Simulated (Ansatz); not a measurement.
LiBH₄ (space group P6_3mc, No. 186; a cell from a computed database, its experimental status unchecked)

```yaml
crystal:
  lattice:
    - [4.18554, 0.00000, 0.00000]
    - [-2.09277, 3.62478, 0.00000]
    - [0.00000, 0.00000, 7.23016]
  atoms:
    - { symbol: Li, position: [0.33333, 0.66667, 0.10843] }
    - { symbol: Li, position: [0.66667, 0.33333, 0.60843] }
    - { symbol: B, position: [0.33333, 0.66667, 0.53658] }
    - { symbol: B, position: [0.66667, 0.33333, 0.03658] }
    - { symbol: H, position: [0.33333, 0.66667, 0.36901] }
    - { symbol: H, position: [0.66667, 0.33333, 0.86901] }
    - { symbol: H, position: [0.17567, 0.35134, 0.59365] }
    - { symbol: H, position: [0.82433, 0.17567, 0.09365] }
    - { symbol: H, position: [0.64866, 0.82433, 0.59365] }
    - { symbol: H, position: [0.82433, 0.64866, 0.09365] }
    - { symbol: H, position: [0.17567, 0.82433, 0.59365] }
    - { symbol: H, position: [0.35134, 0.17567, 0.09365] }
```

Calculations: Kohn–Sham DFT with the r2SCAN functional, run in Ansatz (a program for electronic structure) with PAW and 500 eV plane waves, no spin-orbit coupling. Settings: 7×7×4 k-points, 0.05 eV Fermi–Dirac smearing.

```json
{
 "volume_per_atom": "9.14 Å³",
 "density": "0.66 g/cm³",
 "band_gap": "7.31 eV (uncertain: the edges found on the path are not clean extrema)",
 "total_energy": "-71.250 eV/atom (σ→0; compares only within this code and set-up)"
}
```

Stability against distortions was not tested.
